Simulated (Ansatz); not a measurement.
The parent structure is MgO in the rock salt structure (space group Fm-3m, No. 225; a = 4.1592 Å).

Level of theory: LDA (Ansatz, a first-principles code; PAW; 420 eV plane waves; without spin-orbit coupling).

Strains are applied to the cell and any free atomic positions relax.

One change was made to it. Results:

The band gap grows by 0.48 eV to 5.51 eV; the energy goes up by 10 meV/atom; the hole mass (degenerate bands, along [100]) goes from 0.40, 2.0, 2.0 mₑ (at Γ) to 0.41, 2.0, 2.0 mₑ (at Γ).

Problem. Which of these changes matches the shifts?
(A) isotropic strain −1.00 %
(B) isotropic strain +2.00 %
(C) isotropic strain −1.50 %

Solution. C, isotropic strain −1.50 %. For comparison, the band gap in the other runs: isotropic strain +2.00 % gives 4.45 eV; isotropic strain −1.00 % gives 5.35 eV.

Masses are band curvatures over ±0.01 Å⁻¹ around the edge. Stability against distortions was not tested.
